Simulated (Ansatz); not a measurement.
# Ti: uniaxial strain ε_zz = −1.63 %

Consider Ti in the hcp (Mg type) structure (space group P6_3/mmc, No. 194; a = 2.9367 Å, c = 4.6410 Å; relaxed with 0.1 eV smearing). Axes: x lies along a and z along c of the hexagonal cell.

One thing is altered: the cell is compressed by 1.63 % along z with no lateral relaxation; the atoms relax in the strained cell.

Level of theory: Ansatz (a program for electronic structure), r2SCAN, PAW, cutoff 500 eV, scalar-relativistic without spin-orbit coupling, earlier PAW set. Settings: 23×23×13 k-points, 0.1 eV Fermi–Dirac smearing.

The volume per atom falls by 0.28 Å³ (17.33 Å³ → 17.05 Å³) and the space group is still P6_3/mmc (No. 194). The shortest interatomic distance drops by 3.05 pm (287.4 pm → 284.3 pm) and the energy rises by 2.9 meV/atom. The pressure (mean of the normal stresses, compression positive) goes from zero to 2.0 GPa and the band gap stays zero. The stress (xx, yy, zz, yz, xz, xy; compression positive) comes out as (1.3, 1.3, 3.3, 0.0, 0.0, 0.0) GPa.

Final structure:

```
CELL_PARAMETERS angstrom
      2.93674     0.00000     0.00000
     -1.46837     2.54330     0.00000
      0.00000     0.00000     4.56533
ATOMIC_POSITIONS crystal
  Ti 0.33333 0.66667 0.75000
  Ti 0.66667 0.33333 0.25000
```

No phonon test of stability was made. All final runs are without spin polarisation.
